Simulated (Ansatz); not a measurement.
**Effect of 4 layers on hypothetical CsCl type MoP**

Take MoP in the CsCl type structure (space group Pm-3m, No. 221; a = 2.9745 Å; a hypothetical phase, not in the database extracts checked) as the base. Axes: x, y, z lie along the cube axes.

The change: a free-standing slab of 4 layers (8 atoms, 2 a layer) is cut normal to [110], with 15 Å of vacuum and the in-plane cell held at bulk.

Level of theory: DFT with PBEsol, PAW potentials and a 420 eV plane-wave cutoff in Ansatz (a quantum-chemistry and plane-wave program), spin-orbit coupling left out. Γ-centred 16×11×1 mesh, Fermi–Dirac width 0.05 eV, for the changed cell.

```tsv
quantity	base	changed	shift
layer's space group (with vacuum)	–	Pmma (No. 51)	–
shortest interatomic distance	2.576 Å	2.466 Å	-0.110 Å
band gap	zero	zero	–
excess energy per area of both faces (slab less bulk energy over the cell's area: twice a surface energy) (uncertain by up to 0.1 J/m²)	–	3.2 J/m²	–
thickness between the outermost nuclei	–	6.39 Å	–
change of the spacing d12 from its bulk value of 2.103 Å	–	-4.7 %	–
change of the spacing d23 from its bulk value of 2.103 Å	–	+6.1 %	–
```

The excess energy carries the mismatch between the slab's and the bulk's meshes. Whether these cells are dynamically stable was not tested. All final runs are without spin polarisation. An odd electron count without spin: MoP. MoP has a high density of states at the Fermi level and may be magnetic at this level.
